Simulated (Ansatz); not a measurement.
Fluorite PbF2 (high-temperature phase), treated with BLYP in Ansatz (PAW).

Run with plane-wave cutoff 520 eV, 10×10×10 k mesh, Fermi–Dirac smearing 0.01 eV, scalar-relativistic PAW data made under PBE.

Response to compression and expansion:

```json
[
 {"V (Å³/atom)": "17.458", "P (GPa)": "4.48", "direct gap at Γ (eV)": "8.731", "smallest gap on the k mesh (eV)": "4.521"},
 {"V (Å³/atom)": "17.829", "P (GPa)": "2.81", "direct gap at Γ (eV)": "8.575", "smallest gap on the k mesh (eV)": "4.517"},
 {"V (Å³/atom)": "18.201", "P (GPa)": "1.33", "direct gap at Γ (eV)": "8.423", "smallest gap on the k mesh (eV)": "4.504"},
 {"V (Å³/atom)": "18.572", "P (GPa)": "0.00", "direct gap at Γ (eV)": "8.275", "smallest gap on the k mesh (eV)": "4.484"},
 {"V (Å³/atom)": "18.943", "P (GPa)": "-1.17", "direct gap at Γ (eV)": "8.131", "smallest gap on the k mesh (eV)": "4.461"},
 {"V (Å³/atom)": "19.315", "P (GPa)": "-2.23", "direct gap at Γ (eV)": "7.991", "smallest gap on the k mesh (eV)": "4.437"},
 {"V (Å³/atom)": "19.686", "P (GPa)": "-3.16", "direct gap at Γ (eV)": "7.854", "smallest gap on the k mesh (eV)": "4.411"}
]
```

The fundamental gap (4.48 eV at the equilibrium volume, with added k points) lies elsewhere than Γ–Γ.

Spin–orbit coupling is not included; with these elements it can move the gap by several tenths of an eV or more.

Ansatz is an electronic-structure program.
